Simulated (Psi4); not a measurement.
Psi4 1.11, B3LYP/def2-svp: W(F)5(OH) ([OH][W]([F])([F])([F])([F])[F]), 8 atoms. The geometry is a generated start, not checked to be a minimum at this level.

```yaml
task: energy
method: b3lyp
basis: def2-svp
memory: 3 GB
maxiter: 100
keys_of_the_molecule_block: symmetry c1
scf_type: df (default)
guess: auto, which took SAD (default)
scf_initial_accelerator: adiis (default)
e_convergence: 1e-06 (default)
d_convergence: 1e-06 (default)
dft_radial_points: 75 (default)
dft_spherical_points: 302 (default)
effective_core_potentials: those of the basis set, past Kr
basis_functions: 121
grid_points: 173912
```

```xyz
8

W     -0.1303     0.2717    -0.0583
F     -0.9245     1.8920    -0.4120
F      1.2656     1.2121     0.7351
F      0.7181     0.4101    -1.7090
F     -1.0442     0.2617     1.5632
F     -1.5906    -0.5376    -0.8813
O      0.6500    -1.3267     0.2901
H      1.0560    -2.1832     0.4723
```

Charge 0 and multiplicity 1 are set for this test and not shown to be the ground state.

One run each on 2 threads. Values of diis_max_vecs tried: 3, 6, 10 (default), 20.

How does the count of SCF iterations change with diis_max_vecs, and where is it least?

Fewest SCF iterations, within one of each other: 6 with 12, 10 (default) with 11, 20 with 11. The count rises to 33 at 3. All converge to one solution.

```csv
diis_max_vecs,SCF iterations,end
3,33,same solution
6,12,same solution
10 (default),11,same solution
20,11,same solution
```
